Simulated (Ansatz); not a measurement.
Pressure series in Al

Start from Al in the fcc (Cu type) structure (space group Fm-3m, No. 225; a = 4.0405 Å).

Cell and atoms are relaxed at each pressure.

Level of theory: PBE, PAW, 420 eV (Ansatz, an electronic-structure program; no SOC).

Notes on the quantities. enthalpy: H = E + PV relative to the base's energy.

```json
[
 {"change": "base", "lattice parameter a": "4.040 Å", "enthalpy": "–"},
 {"change": "pressure −2 GPa", "lattice parameter a": "4.078 Å", "enthalpy": "-0.21 eV/atom"},
 {"change": "pressure −1 GPa", "lattice parameter a": "4.059 Å", "enthalpy": "-0.10 eV/atom"},
 {"change": "pressure 0.9 GPa", "lattice parameter a": "4.025 Å", "enthalpy": "+0.09 eV/atom"},
 {"change": "pressure 2.1 GPa", "lattice parameter a": "4.006 Å", "enthalpy": "+0.21 eV/atom"},
 {"change": "pressure 4.5 GPa", "lattice parameter a": "?", "enthalpy": "+0.45 eV/atom"},
 {"change": "pressure 9 GPa", "lattice parameter a": "3.915 Å", "enthalpy": "+0.88 eV/atom"},
 {"change": "pressure 15 GPa", "lattice parameter a": "3.855 Å", "enthalpy": "+1.43 eV/atom"},
 {"change": "pressure 22.5 GPa", "lattice parameter a": "3.793 Å", "enthalpy": "+2.08 eV/atom"},
 {"change": "pressure 30 GPa", "lattice parameter a": "3.742 Å", "enthalpy": "+2.71 eV/atom"}
]
```

**Question.** Some entries are withheld; estimate them.

**Answer.** 
- pressure 4.5 GPa, lattice parameter a: 3.971 Å

Load acts through the strain it causes; cell and atoms are relaxed under it. No phonon test of stability was made. No other phases were tried under pressure.
